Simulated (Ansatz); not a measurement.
## CoPdO2, response to strain

Consider CoPdO$_{2}$ (space group R-3m, No. 166; a = 2.826 Å, c = 17.754 Å (hexagonal axes); not spin-polarised; relaxed with 0.1 eV smearing). Axes: x lies along a and z along c of the hexagonal cell.

Strains are applied to the cell and any free atomic positions relax; under biaxial strain the out-of-plane vector relaxes too; under stress the whole cell relaxes.

All numbers come from Ansatz (a quantum-chemistry and plane-wave program) r2SCAN, scalar-relativistic without spin-orbit coupling.

Notes on the quantities. pressure: mean of the normal stresses, compression positive; energy relative to the base: free energy F.

| change | pressure | energy relative to the base | volume per atom |
|---|---|---|---|
| base | 0.0 GPa | 0 meV/atom | 10.23 Å³ |
| biaxial strain +2.11 %, plane normal [001], relaxed out of plane | … | … | … |
| isotropic strain +1.40 % | -8.8 GPa | +12 meV/atom | 10.66 Å³ |
| tensor shear ε_yz = −0.58 % | 0.0 GPa | +0.3 meV/atom | 10.23 Å³ |
| uniaxial stress, 8 GPa tension along x | – | +7.7 meV/atom | 10.39 Å³ |

What belongs in the blanks?


- biaxial strain +2.11 %, plane normal [001], relaxed out of plane, pressure: -5.3 GPa
- biaxial strain +2.11 %, plane normal [001], relaxed out of plane, energy relative to the base: +11 meV/atom
- biaxial strain +2.11 %, plane normal [001], relaxed out of plane, volume per atom: 10.56 Å³

Beyond what the load breaks, stability against distortions was not tested. Starting moments died away, wholly or in part, for the base; another magnetic solution may exist. No Hubbard U is applied and the magnetic state is the run's own (CoPdO2 not spin-polarised; CoPdO2 non-magnetic); small cells can't hold the antiferromagnetic order that many such compounds have, so gaps and moments can be off. The final runs are not spin-polarised. An odd electron count without spin: CoPdO2.
